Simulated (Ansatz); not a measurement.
Si (I4_1/amd): band-edge transport data

Input:

```xyz
2
Lattice="0.0000 2.7793 2.6658 2.7793 0.0000 2.6658 2.7793 2.7793 0.0000" Properties=species:S:1:pos:R:3 pbc="T T T"
Si     0.0000     0.0000     0.0000
Si     1.3896     1.3896     1.3329
```

Computed with HSE06, rigid bands (plane waves, PAW, scalar-relativistic; Ansatz, a first-principles code). Condition of this run: biaxial stress in (001) of -3.6 GPa (compression positive) (the target of the relaxation). How the cell was made: cell and atoms relaxed with PBEsol, then loaded as said.

```
Quantity                                                                                                                                                          Result
---------------------------------------------------------------------------------------------------------------------------------------  -------------------------------
band gap                                                                                                                                                         0.72 eV
electron conductivity mass (300 K, dilute)                                                                                               0.21 (x), 0.21 (y), 0.87 (z) mₑ
hole conductivity mass (300 K, dilute)                                                                                                   0.30 (x), 0.30 (y), 0.24 (z) mₑ
effective density of states N_c (300 K)                                                                                                                      9.6e18 cm⁻³
effective density of states N_v (300 K)                                                                                                                      3.4e18 cm⁻³
density-of-states mass, electrons                                                                                                                                0.53 mₑ
density-of-states mass, holes                                                                                                                                    0.26 mₑ
Seebeck coefficient, n-type 1e19 cm⁻³, 300 K                                                                                                                   -216 μV/K
Seebeck coefficient, p-type 1e19 cm⁻³, 300 K                                                                                                                    168 μV/K
best p-type power factor at 300 K for τ = 10 fs (best axis; densities from 1e16 to 1e21 cm⁻³ tried, whether or not they can be reached)      9.4 μW/(cm·K²) at 3e20 cm⁻³
```

Rigid bands; masses and Seebeck coefficients take one relaxation time τ for all states and one kind of carrier; polarons and phonon drag are left out. Spin-orbit coupling is left out; where it splits the top of the valence band, N_v and the p-type Seebeck coefficient come out somewhat high without it. Geometry: cell and atoms relaxed with PBEsol.
